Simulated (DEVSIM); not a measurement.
Structure: Schottky contact on n-type Si, at 300 K.

```csv
layer (left to right),material,thickness (μm),Nd (cm⁻³),τn (s),τp (s)
1,Si,2.00,1e15,3.8e-7,3.8e-7
```

Left contact: Schottky, work function 4.78 eV, emission velocity 7.7e6 cm/s. Right contact: ohmic. Voltage is applied to the left contact. Recombination: SRH at mid-gap, radiative. Gap narrowing is on: ΔEg = 6.92 meV × (l + √(l² + 0.5)), l = ln(N/1.3e17 cm⁻³), shared equally by both band edges. Mobility is μmin + (μ − μmin)/(1 + (N/Nref)^α).

The device is made up for the run: typed textbook-type constants, with dimensions and the other settings drawn at random. Values at 300 K.

| parameter | Si |
|---|---|
| gap (eV) | 1.124 |
| affinity (eV) | 4.05 |
| permittivity | 11.7 |
| Nc (cm⁻³) | 2.86e19 |
| Nv (cm⁻³) | 3.1e19 |
| μn (cm²/Vs) | 1417 |
| μp (cm²/Vs) | 470 |
| μn,min | 52 |
| μp,min | 45 |
| Nref,n | 9.7e16 |
| Nref,p | 2.2e17 |
| αn | 0.68 |
| αp | 0.72 |
| B (cm³/s) | 4.7e-15 |

DEVSIM, 1D drift-diffusion, Boltzmann statistics, complete ionisation; no tunnelling, impact ionisation, image-force lowering or self-heating. Metal contacts follow the ideal Schottky-Mott rule: no Fermi-level pinning, no interface dipoles.

Task: Tabulate band edges, carrier densities and field at -5.0 V on the left contact.

Result: Energies count from the Fermi level of the right contact; mesh points crowd at the junctions.

```
x (μm)    Ec (eV)  Ev (eV)  n (cm⁻³)  p (cm⁻³)  field (V/cm)
--------  -------  -------  --------  --------  ------------
0.000       5.730    4.606   1800000    7.5e12        -43000
0.009235    5.690    4.567   1800000    1.6e12        -43000
0.02193     5.636    4.513   1900000    2.0e11        -42000
0.04200     5.551    4.428   1900000     7.6e9        -42000
0.07458     5.415    4.291   1900000     3.9e7        -42000
0.1173      5.238    4.115   1900000    200000        -41000
0.1706      5.022    3.899   2000000    160000        -40000
0.2779      4.601    3.477   2100000    160000        -38000
0.3914      4.174    3.050   2200000    160000        -37000
0.5475      3.619    2.496   2300000    160000        -34000
0.7621      2.918    1.795   2600000    150000        -31000
1.151       1.830    0.706   3200000    140000        -25000
1.389       1.278    0.155   3800000    130000        -21000
1.563       0.932   -0.191   4400000    120000        -19000
1.726       0.648   -0.476     3.8e8    100000        -16000
1.816       0.510   -0.614    7.8e10    100000        -15000
1.873       0.429   -0.695    1.8e12    100000        -14000
1.914       0.373   -0.751    1.5e13    110000        -13000
1.954       0.323   -0.801    1.1e14    110000        -13000
1.973       0.298   -0.825    2.8e14    120000        -12000
1.987       0.281   -0.843    5.4e14    120000        -12000
2.000       0.265   -0.858    1.0e15    120000        -12000
```
